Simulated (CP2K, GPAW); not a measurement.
A GPAW input for a self-consistent single point of YbC2 (I4/mmm, 3 atoms in the cell) (DFT LDA (Perdew-Wang 92), plane waves, GPAW PAW datasets LDA (gpaw-data 1.0.1)):

```python
from ase import Atoms
from ase.units import GPa
from gpaw import GPAW

atoms = Atoms(['Yb', 'C', 'C'],
              cell=[[-1.907925, 1.907925, 3.213790],
                    [1.907925, -1.907925, 3.213790],
                    [1.907925, 1.907925, -3.213790]],
              positions=[[0.000000, 0.000000, 0.000000],
                         [0.000000, -0.000000, 3.844207],
                         [0.000000, -0.000000, 2.583373]],
              pbc=True)

calc = GPAW(mode={'name': 'pw', 'ecut': 950},
            xc='LDA',
            kpts={'size': (8, 8, 8), 'gamma': True},
            occupations={'name': 'fermi-dirac', 'width': 0.01},
            nbands=-4,
            convergence={'density': 1e-05, 'energy': 1e-05, 'bands': -2},
            symmetry={'symmorphic': False, 'tolerance': 0.0005},
            maxiter=120)

atoms.calc = calc

energy = atoms.get_potential_energy()
print('Energy (eV):', round(energy, 6))
forces = atoms.get_forces()
print('Forces (eV/Ang):')
print(forces.round(5))
stress = atoms.get_stress()
print('Stress (GPa, Voigt):', (stress / GPa).round(4))
```

Translate this input to CP2K.

This is the input that was run; spellings and numerical settings could be chosen otherwise.

```
&GLOBAL
  PROJECT ybc2
  RUN_TYPE ENERGY_FORCE
  PRINT_LEVEL MEDIUM
&END GLOBAL
&FORCE_EVAL
  METHOD Quickstep
  STRESS_TENSOR ANALYTICAL
  &DFT
    BASIS_SET_FILE_NAME BASIS_MOLOPT
    BASIS_SET_FILE_NAME BASIS_MOLOPT_UCL
    POTENTIAL_FILE_NAME GTH_POTENTIALS
    &QS
      METHOD GPW
      EPS_DEFAULT 1E-11
    &END QS
    &MGRID
      CUTOFF 800
      REL_CUTOFF 40
      NGRIDS 5
    &END MGRID
    &SCF
      SCF_GUESS ATOMIC
      EPS_SCF 1E-6
      MAX_SCF 100
      ADDED_MOS 6
      &DIAGONALIZATION
        ALGORITHM STANDARD
      &END DIAGONALIZATION
      &MIXING
        METHOD BROYDEN_MIXING
        ALPHA 0.2
        NBUFFER 10
        BETA 1
      &END MIXING
      &SMEAR ON
        METHOD FERMI_DIRAC
        ELECTRONIC_TEMPERATURE [K] 116.05
      &END SMEAR
    &END SCF
    &KPOINTS
      SCHEME MONKHORST-PACK 8 8 8
      GAMMA_CENTERED T
    &END KPOINTS
    &XC
      &XC_FUNCTIONAL PADE
      &END XC_FUNCTIONAL
    &END XC
    &PRINT
      &MO
        EIGENVALUES T
        OCCUPATION_NUMBERS T
        NDIGITS 8
        FILENAME mo
        &EACH
          QS_SCF 0
        &END EACH
        ADD_LAST NUMERIC
      &END MO
      &MULLIKEN ON
      &END MULLIKEN
    &END PRINT
  &END DFT
  &SUBSYS
    &CELL
      A 4.19628400 0.00000000 0.00000000
      B 0.72637800 4.13293800 0.00000000
      C -2.46133100 -2.06646900 2.69821300
      PERIODIC XYZ
    &END CELL
    &COORD
      Yb       0.00000000     0.00000000     0.00000000
      C        2.94414569     2.47182756     0.00000000
      C        1.97851631     1.66111044     0.00000000
    &END COORD
    &KIND Yb
      BASIS_SET DZVP-MOLOPT-SR-GTH
      POTENTIAL GTH-PADE-q24
    &END KIND
    &KIND C
      BASIS_SET DZVP-MOLOPT-SR-GTH
      POTENTIAL GTH-PADE-q4
    &END KIND
  &END SUBSYS
  &PRINT
    &FORCES ON
    &END FORCES
    &STRESS_TENSOR ON
    &END STRESS_TENSOR
  &END PRINT
&END FORCE_EVAL
```

Basis, cutoffs, solver keys and any potentials are the target program's own. This input uses DFT LDA (Pade form), GPW, DZVP-MOLOPT-SR-GTH basis, GTH-PADE potentials (GTH_POTENTIALS). LDA parametrisations can differ slightly between programs.

The starting cell comes from a database of computed structures (which also holds hypothetical and non-ambient phases and stackings), without a prior relaxation at this level.
